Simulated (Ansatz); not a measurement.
## What biaxial strain +2.57 %, plane normal [001], relaxed out of plane does to GaAs

The parent structure is GaAs in the zinc blende structure (space group F-43m, No. 216; a = 5.659 Å). Axes: x, y, z lie along the cube axes.

The change: biaxial strain +2.57 %, plane normal [001], relaxed out of plane (Cartesian); in-plane vectors clamped, the third vector and the atoms free.

Level of theory: PBEsol (Ansatz, a quantum-chemistry and plane-wave program), without spin-orbit coupling, earlier PAW set. Γ-centred 10×10×10 mesh, Fermi–Dirac width 0.05 eV.

```csv
quantity,base,changed,shift
volume per atom,22.66 Å³,23.28 Å³,+0.62 Å³
space group,F-43m (No. 216),I-4m2 (No. 119),–
shortest interatomic distance,2.451 Å,2.474 Å,+0.0235 Å
energy relative to the base (free energy F),0 meV/atom,+10 meV/atom,+10 meV/atom
"pressure (mean of the normal stresses, compression positive)",0.0 GPa,-1.8 GPa,-1.8 GPa
band gap,0.42 eV,zero,–
out-of-plane strain (rough),–,-2.34 %,–
mean in-plane stress (compression positive) (rough),–,-2.7 GPa,–
```

Cost of the whole job for the changed cell (relaxation, final SCF and bands): about 40 core-seconds (a rough figure).

Without a gap, meshes like the base's 10×10×10 leave anisotropic stresses uncertain by several tenths of a GPa, and small strain energies with them. Whether these cells are dynamically stable was not tested. All final runs are without spin polarisation. Gaps under 0.05 eV, about the width of the smearing, are given as zero. A zero or small gap of GaAs under biaxial strain +2.57 %, plane normal [001], relaxed out of plane can be the functional's error rather than a property of the material.
